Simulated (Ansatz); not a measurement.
For Be (model structure, Fm-3m, No. 225, 1 atoms in the cell), LDA (PAW; Ansatz, a first-principles code) gives:

```
Item                                   Value
------------------------------  ------------
equilibrium lattice constant a       3.107 Å
bulk modulus B0                      132 GPa
cohesive energy                 4.15 eV/atom
```

Task: What does r²SCAN in Ansatz (PAW) give for the same quantities?

Result: 
- lattice constant a: 3.159 Å (goes up by 1.7 %)
- bulk modulus: 118 GPa (falls by 11 %)
- cohesive energy: 3.71 eV/atom (drops by 0.44 eV/atom)

Changes are worked out from the printed values.

Unless a cell is named, each level is at its own relaxed cell (LDA 7.50, r²SCAN 7.88 Å³/atom).

Caveats: the bulk modulus is −V dP/dV from two relaxed cells at ±2 % in volume (LDA, r²SCAN). Ansatz's density-functional and Hartree–Fock values are scalar-relativistic unless marked +SOC, with PAW data made under PBE.

A model structure was made by putting elements into a prototype or built by hand; it is no filed structure, need not be a known phase, and can be a saddle point held by its symmetry.
